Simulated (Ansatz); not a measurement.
Seebeck coefficient (μV/K, mean over directions) of n-type KTaO₃ (Pm-3m) against carrier density, PBEsol, rigid bands run with Ansatz (a first-principles code). Computed gap 2.14 eV; densities at which minority carriers matter at this gap, or further valleys turn the trend, are left out. Conductivity mass 0.43 mₑ (harmonic mean over directions), N_c = 5.4e19 cm⁻³ at 300 K.

```
electron density  300 K  500 K
----------------  -----  -----
1e16 cm⁻³          -959  -1032
1e17 cm⁻³          -760   -834
1e18 cm⁻³           ___   -635
3e18 cm⁻³          -468   -541
1e19 cm⁻³           ___   -438
3e19 cm⁻³           ___   -344
1e20 cm⁻³          -181   -246
3e20 cm⁻³          -112   -164
1e21 cm⁻³           -59    -89
```

Q: Fill in the missing entries.

A: 
- 1e18 cm⁻³, 300 K: -562
- 1e19 cm⁻³, 300 K: -365
- 3e19 cm⁻³, 300 K: -274

Rigid bands with a gap fixed in temperature, one relaxation time for all states, no polarons or phonon drag, and whether or not such doping can be reached. Spin-orbit coupling is left out; with 5d elements it also splits d-like band edges.
